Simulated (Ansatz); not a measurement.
**Effect of biaxial strain −1.50 %, plane normal [001], relaxed out of plane on Ta**

Consider Ta in the bcc (W type) structure (space group Im-3m, No. 229; a = 3.282 Å; relaxed with 0.1 eV smearing). Axes: x, y, z lie along the cube axes.

Now apply this change: biaxial strain −1.50 %, plane normal [001], relaxed out of plane (Cartesian); in-plane vectors clamped, the third vector and the atoms free.

All numbers come from Kohn–Sham DFT with the PBEsol functional, run in Ansatz (an electronic-structure program) with PAW and 420 eV plane waves, no SOC. Γ-centred 28×28×28 mesh, Fermi–Dirac width 0.1 eV.

The volume per atom shrinks by 0.21 Å³, from 17.68 Å³ to 17.47 Å³ and the shortest interatomic distance decreases by 0.011 Å (2.843 Å → 2.832 Å). The energy increases by 6.5 meV/atom and the pressure (mean of the normal stresses, compression positive) goes from zero to 2.7 GPa. The band gap is still zero and the out-of-plane strain comes out as +1.82 %. The ratio −ε⊥/ε∥ comes out as 1.21 and the mean in-plane stress (compression positive) is +4.0 GPa.

Cost of the whole job for the changed cell (relaxation, final SCF and bands): around 70 core-seconds (rough).

Whether these cells are dynamically stable was not tested. All final runs are without spin polarisation.
